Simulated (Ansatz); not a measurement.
InAs: response to strain

Start from InAs in the zinc blende structure (space group F-43m, No. 216; a = 6.0873 Å). Axes: x, y, z lie along the cube axes.

Strains are applied to the cell and any free atomic positions relax; under biaxial strain the out-of-plane vector relaxes too.

Calculations: PBEsol in Ansatz (plane waves to 420 eV, PAW, no spin-orbit coupling).

Notes on the quantities. pressure: mean of the normal stresses, compression positive; energy relative to the base: free energy F.

```json
[
 {"case": "base", "pressure": "0.0 GPa", "energy relative to the base": "0 meV/atom", "shortest interatomic distance": "2.636 Å"},
 {"case": "biaxial strain −3.00 %, plane normal [001], relaxed out of plane", "pressure": "(withheld)", "energy relative to the base": "(withheld)", "shortest interatomic distance": "2.613 Å"},
 {"case": "biaxial strain −2.50 %, plane normal [001], relaxed out of plane", "pressure": "1.3 GPa", "energy relative to the base": "+8.5 meV/atom", "shortest interatomic distance": "2.617 Å"},
 {"case": "biaxial strain −2.00 %, plane normal [001], relaxed out of plane", "pressure": "1.0 GPa", "energy relative to the base": "+5.4 meV/atom", "shortest interatomic distance": "2.621 Å"},
 {"case": "biaxial strain −1.50 %, plane normal [001], relaxed out of plane", "pressure": "(withheld)", "energy relative to the base": "+3.0 meV/atom", "shortest interatomic distance": "2.624 Å"},
 {"case": "biaxial strain −1.00 %, plane normal [001], relaxed out of plane", "pressure": "0.5 GPa", "energy relative to the base": "+1.3 meV/atom", "shortest interatomic distance": "2.628 Å"},
 {"case": "biaxial strain −0.50 %, plane normal [001], relaxed out of plane", "pressure": "(withheld)", "energy relative to the base": "+0.3 meV/atom", "shortest interatomic distance": "2.632 Å"},
 {"case": "biaxial strain +0.50 %, plane normal [001], relaxed out of plane", "pressure": "-0.2 GPa", "energy relative to the base": "+0.3 meV/atom", "shortest interatomic distance": "2.640 Å"}
]
```

**Question.** Complete the table.

**Answer.** 
- biaxial strain −3.00 %, plane normal [001], relaxed out of plane, pressure: 1.6 GPa
- biaxial strain −3.00 %, plane normal [001], relaxed out of plane, energy relative to the base: +12 meV/atom
- biaxial strain −1.50 %, plane normal [001], relaxed out of plane, pressure: 0.8 GPa
- biaxial strain −0.50 %, plane normal [001], relaxed out of plane, pressure: 0.2 GPa

The mesh was chosen for an insulator and is coarse for the gapless case. No phonon test of stability was made. The final runs are not spin-polarised.

Ansatz is a program for electronic structure.
